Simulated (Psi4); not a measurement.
Psi4 1.11, BP86/def2-svp: Ti(NH)(NH2)2 ([NH]=[Ti]([NH2])[NH2]), 9 atoms. The geometry is a generated start, not checked to be a minimum at this level.

```
Item                                  Value
--------------------------  ---------------
task                                 energy
method                                 bp86
basis                              def2-svp
memory                                 3 GB
maxiter                                 100
keys of the molecule block      symmetry c1
scf_type                       df (default)
e_convergence               1e-06 (default)
d_convergence               1e-06 (default)
dft_radial_points              75 (default)
dft_spherical_points          302 (default)
basis functions                          98
grid points                          195839
```

```xyz
9

Ti     0.7747    -0.0825    -0.5530
N     -0.0680    -1.3690    -1.2869
H     -0.9377    -1.9091    -1.2916
N      0.9285    -0.4722     1.2851
H      0.4529    -1.2876     1.6804
H      0.8489     0.2950     1.9595
N     -0.3016     1.4676    -0.7066
H     -0.5300     1.9615     0.1635
H     -1.1676     1.3963    -1.2503
```

Charge 0 and multiplicity 1 are set for this test and not shown to be the ground state.

With the defaults (diis_max_vecs = 10, diis = true, scf_initial_accelerator = adiis, damping_percentage = 0, guess = auto, which took SAD, level_shift = 0, level_shift_cutoff = 0.01) it converges in 13 SCF iterations. One run each on 2 threads, with these changes:
- damping_percentage = 20
- diis_max_vecs = 3
- guess = modhuckel
- guess = core
- diis_max_vecs = 20
- guess = huckel
- diis = false, scf_initial_accelerator = none, damping_percentage = 60
- level_shift = 0.5, level_shift_cutoff = 0.001
- guess = sapgau

**Question.** Which runs fail or end elsewhere than the default run?

**Answer.** No convergence: diis_max_vecs = 3; diis = false, scf_initial_accelerator = none, damping_percentage = 60 (the run ends without SCF convergence in 100 iterations). The rest reach the solution of the defaults.

| setting | SCF iterations | end |
|---|---|---|
| guess = modhuckel | 12 | same solution |
| guess = sapgau | 12 | same solution |
| guess = huckel | 12 | same solution |
| the defaults | 13 | same solution |
| diis_max_vecs = 20 | 13 | same solution |
| level_shift = 0.5, level_shift_cutoff = 0.001 | 14 | same solution |
| guess = core | 17 | same solution |
| damping_percentage = 20 | 26 | same solution |
| diis_max_vecs = 3 | 100 | no convergence |
| diis = false, scf_initial_accelerator = none, damping_percentage = 60 | 100 | no convergence |

2 further runs of the study ended by our limits or in an error and are left out.
